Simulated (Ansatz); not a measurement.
In2TeO2 (model structure, started from the La2SO2 type, P-3m1, No. 164, 5 atoms in the cell)

All values below come from PBE (PAW; Ansatz, an electronic-structure program).

Settings: plane-wave cutoff 520 eV, 18×18×10 k mesh (along the axes of the cell as run), Fermi–Dirac smearing 0.05 eV, scalar-relativistic PAW data made under PBE.

Cell (relaxed at this level):

```xyz
5
Lattice="3.8035 0.0000 0.0000 -1.9018 3.2940 0.0000 0.0000 0.0000 7.2811" Properties=species:S:1:pos:R:3 pbc="T T T"
In     1.9018     1.0980     5.8913
In     0.0000     2.1960     1.3898
Te     0.0000     0.0000     3.6405
O      1.9018     1.0980     0.8667
O      0.0000     2.1960     6.4144
```

| Quantity | Result |
|---|---|
| band gap | none |
| bulk modulus B0 | 83.4 GPa |

Note: the bulk modulus is −V dP/dV from two relaxed cells at ±2 % in volume; the relaxation could raise the start's symmetry but not lower it, so the cell can be a saddle point.

Spin–orbit coupling is not included; it can open a gap where bands touch, and shift volumes and moduli.

Computed values are for the static lattice.

Cost on a shared machine: around 10 core-minutes (rough).

A model structure was made by putting elements into a prototype or built by hand; it is no filed structure, need not be a known phase, and can be a saddle point held by its symmetry.
